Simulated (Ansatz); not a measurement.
Take Sn in the diamond structure (space group Fd-3m, No. 227; a = 6.4745 Å; relaxed with 0.1 eV smearing) as the base. Axes: x, y, z lie along the cube axes.

Method: Ansatz (a program for electronic structure) LDA, scalar-relativistic without spin-orbit coupling.

For the base:

```
Property                         Value
-----------------------------  -------
Shortest interatomic distance  2.804 Å
Pressure                       0.0 GPa
```

It is then changed as follows: compressive biaxial strain of 1.67 % in the plane normal to [111], as in epitaxy on a mismatched substrate; the out-of-plane cell vector and the atoms relax.

Task: How does this affect the shortest interatomic distance?

Result: The shortest interatomic distance shrinks by 0.026 Å to 2.778 Å.

Task: What happens to the out-of-plane strain?

Result: The out-of-plane strain is +1.03 %.

Task: What happens to the pressure?

Result: The pressure (mean of the normal stresses, compression positive) goes from zero to 1.1 GPa.

Whether these cells are dynamically stable was not tested.
